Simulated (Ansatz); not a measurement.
Defect: interstitial Mg in zinc-blende GaAs, charge state +2. All values below come from PBE, PAW (plane waves to 420 eV; Ansatz, a quantum-chemistry and plane-wave program).

Settings: 64 host sites, the relaxed PBE lattice, one k-point at (0.250, 0.250, 0.250), smearing 0.05 eV, spin-restricted, no image-charge correction. No zero-point or tunnelling terms. PBE gaps are too small, and in this host the defect's levels may merge with the bands. The charge state is imposed; whether it is stable for some Fermi level was not computed. Sites that were not tried may lie lower.

Barriers: single points on a 2×2×2 k-point mesh shifted by half a step at the bands' geometries.

The step: Mg moves alone to another site. Atoms about the jump, Cartesian Å from the middle of the jump, before and after:

```tsv
atom	x0	y0	z0	x1	y1	z1
Mg1	-0.71	-0.72	0.72	0.71	0.72	-0.72
As2	0.77	-2.20	-0.76	0.71	-2.16	-0.72
As3	-2.20	0.77	-0.76	-2.16	0.72	-0.72
As4	0.78	0.78	2.21	0.72	0.72	2.16
Ga5	2.26	-0.71	0.72	2.27	-0.84	0.84
Ga6	-0.72	2.26	0.72	-0.84	2.27	0.84
Ga7	-0.72	-0.72	-2.26	-0.85	-0.85	-2.28
```

Q: Where do these atoms stand at the saddle point, and how high is it?

A: 
```tsv
atom	x	y	z
Mg1	0.00	0.01	-0.02
As2	0.77	-2.25	-0.78
As3	-2.26	0.78	-0.78
As4	0.78	0.79	2.26
Ga5	2.39	-0.81	0.81
Ga6	-0.82	2.40	0.80
Ga7	-0.83	-0.82	-2.41
```
It lies 0.74 eV above the start and 0.62 eV above the end. The saddle point's order was not checked, and it lies on a symmetry element of the cell, where a band can be held.
